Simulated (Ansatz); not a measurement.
Base system: GaAs in the zinc blende structure (space group F-43m, No. 216; a = 5.667 Å). Axes: x, y, z lie along the cube axes.

Level of theory: r2SCAN/PAW in Ansatz (a first-principles code), no spin-orbit coupling.

Modification: the cell is compressed by 1.22 % along z with no lateral relaxation, atoms relaxed at fixed cell.

### Question
Predict the stress tensor and what it implies for the stiffness.

### Answer
Stress of the strained cell less that of the base (GPa, compression positive):
```
   0.64    0.00    0.00
   0.00    0.64    0.00
   0.00    0.00    1.45
```

Then −Δσ_ii/ε with ε = -0.0122 gives secant stiffness values (nonlinear terms included at this strain): C33 ≈ 119 GPa, C13 ≈ 53 GPa and C23 ≈ 53 GPa.

No phonon test of stability was made.
